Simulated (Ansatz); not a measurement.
Here is the system:

```yaml
crystal:
  lattice:
    - [-1.57379, 1.57379, 1.58924]
    - [1.57379, -1.57379, 1.58924]
    - [1.57379, 1.57379, -1.58924]
  atoms:
    - { symbol: W, position: [0.00000, 0.00000, 0.00000] }
```

Level of theory: PBEsol with spin-orbit coupling, rigid bands (plane waves, PAW; Ansatz, an electronic-structure program). Condition of this run: uniaxial stress zz = -3 GPa (compression positive) with spin-orbit coupling (the target of the relaxation). How the cell was made: cell and atoms relaxed with PBEsol, then loaded as said.

Question: Predict the product ρ₀λ of resistivity and mean free path that follows from the Fermi surface's area.

Answer: 9.5 ×10⁻¹⁶ Ω·m².

Question: And the Drude plasma energy and the root-mean-square Fermi velocity at 300 K?

Answer: 7.0 eV; 8.8e5 m/s.

A metal at this level (no band gap); rigid bands, thermally averaged at 300 K, both spins. τ is one relaxation time for all states; the product of resistivity and mean free path takes one path for all states instead.
